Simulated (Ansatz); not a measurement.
Results of PBE-D3(BJ) (Ansatz, a first-principles code, PAW) for CsCl-type CoGa.

Numerical settings: plane-wave cutoff 520 eV, 20×20×20 k mesh, Fermi–Dirac smearing 0.05 eV, no spin polarisation, scalar-relativistic PAW data made under PBE.

Cell (relaxed at this level):

```
CoGa
1.0
    2.84960     0.00000     0.00000
    0.00000     2.84960     0.00000
    0.00000     0.00000     2.84960
Ga Co
1 1
Direct
  0.50000   0.50000   0.50000
  0.00000   0.00000   0.00000
```

Q: Estimate the bulk modulus and pressure derivative B′ of the bulk modulus that the calculation returns.

A: 
bulk modulus: 194 GPa
pressure derivative B′ of the bulk modulus: 4.7

The run finds no gap.

The computed numbers hold no vibrational or temperature effects.

Computing time: about 60 core-seconds (a rough figure).
